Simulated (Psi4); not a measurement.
Psi4 1.11, WB97X/def2-svp: W(NMe)2(F)(OSiH3) (C[N]=[W]([F])(=[N]C)[O][SiH3]), 17 atoms. The geometry is a generated start, not checked to be a minimum at this level.

| Quantity | Result |
|---|---|
| task | energy |
| method | wb97x |
| basis | def2-svp |
| memory | 3 GB |
| maxiter | 100 |
| keys of the molecule block | symmetry c1 |
| scf_type | df (default) |
| diis_max_vecs | 10 (default) |
| e_convergence | 1e-06 (default) |
| d_convergence | 1e-06 (default) |
| dft_radial_points | 75 (default) |
| dft_spherical_points | 302 (default) |
| effective core potentials | those of the basis set, past Kr |
| basis functions | 179 |
| grid points | 365388 |

```xyz
17

W     -0.4237     0.5938     0.1470
N     -1.0179    -0.4909     1.4452
C     -1.5557    -1.5781     2.1940
H     -1.2682    -2.5385     1.7452
H     -1.2052    -1.5635     3.2335
H     -2.6507    -1.5182     2.2063
N     -0.5146    -0.1906    -1.4636
C     -0.7180    -1.0981    -2.5472
H     -0.3712    -2.1042    -2.2776
H     -1.7843    -1.1582    -2.7991
H     -0.1752    -0.7752    -3.4460
F     -1.5452     2.1747     0.1121
O      1.3843     1.1562     0.5168
Si     2.6922     2.0764     0.2788
H      3.1031     1.9573    -1.1312
H      3.7417     1.5922     1.1874
H      2.3086     3.4648     0.5983
```

Charge 0 and multiplicity 1 are set for this test and not shown to be the ground state.

With the defaults (diis = true, scf_initial_accelerator = adiis, damping_percentage = 0, soscf = false, soscf_start_convergence = 0.01, guess = auto, which took SAD, diis_start = 1, level_shift = 0, level_shift_cutoff = 0.01) it converges in 12 SCF iterations. One run each on 2 threads, with these changes:
- guess = core
- guess = gwh
- soscf = true
- diis = false, scf_initial_accelerator = none, damping_percentage = 60
- guess = sadno
- diis_start = 4
- level_shift = 0.5, level_shift_cutoff = 0.001
- soscf = true, soscf_start_convergence = 0.1
- guess = sapgau

Which of these changes keep the SCF from converging, or lead it to another solution?

No convergence: diis = false, scf_initial_accelerator = none, damping_percentage = 60 (the run ends without SCF convergence in 100 iterations). The rest reach the solution of the defaults.

| setting | SCF iterations | JK calls | end |
|---|---|---|---|
| soscf = true | 7 | 23 | same solution |
| soscf = true, soscf_start_convergence = 0.1 | 7 | 28 | same solution |
| level_shift = 0.5, level_shift_cutoff = 0.001 | 11 | 12 | same solution |
| the defaults | 12 | 13 | same solution |
| guess = sadno | 13 | 13 | same solution |
| guess = gwh | 17 | 17 | same solution |
| guess = core | 17 | 17 | same solution |
| guess = sapgau | 17 | 17 | same solution |
| diis_start = 4 | 17 | 18 | same solution |
| diis = false, scf_initial_accelerator = none, damping_percentage = 60 | 100 | 101 | no convergence |

An SOSCF iteration holds several JK calls; a Hückel guess adds calls on atoms. 1 further run of the study ended by our limits or in an error and is left out.
